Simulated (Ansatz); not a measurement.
The parent structure is TiN in the rock salt structure (space group Fm-3m, No. 225; a = 4.233 Å). Axes: x, y, z lie along the cube axes.

The values are results of r2SCAN (Ansatz, an electronic-structure program), no spin-orbit coupling, not measurements.

Base values:

| Property | Value |
|---|---|
| Volume per atom | 9.48 Å³ |

The change: biaxial strain +2.38 %, plane normal [001], relaxed out of plane (Cartesian); in-plane vectors clamped, the third vector and the atoms free.

**Question.** How does this affect the volume per atom and energy relative to the base?

**Answer.** The volume per atom rises by 0.356 Å³ to 9.83 Å³; the energy rises by 21 meV/atom.

Without a gap, meshes like the base's 19×19×19 leave anisotropic stresses uncertain by several tenths of a GPa, and small strain energies with them. Whether these cells are dynamically stable was not tested. All final runs are without spin polarisation. An odd electron count without spin: TiN.
